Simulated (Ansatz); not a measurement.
Base system: AlNi in the CsCl type structure (space group Pm-3m, No. 221; a = 2.893 Å; not spin-polarised; relaxed with 0.1 eV smearing).

Calculations: Kohn–Sham DFT with the PBE functional, run in Ansatz (a quantum-chemistry and plane-wave program) with PAW and 420 eV plane waves, no SOC, earlier PAW set.

For the base:

| Property | Result |
|---|---|
| Pressure | 0.0 GPa |

One thing is altered: every lattice vector is shortened by 0.59 %; the atoms relax in the strained cell.

Q: What happens to the pressure and energy relative to the base?

A: The pressure goes from zero to 2.9 GPa; the energy goes up by 1.9 meV/atom.

No phonon test of stability was made. Starting moments died away, wholly or in part, for the base; another magnetic solution may exist. The final runs are not spin-polarised.
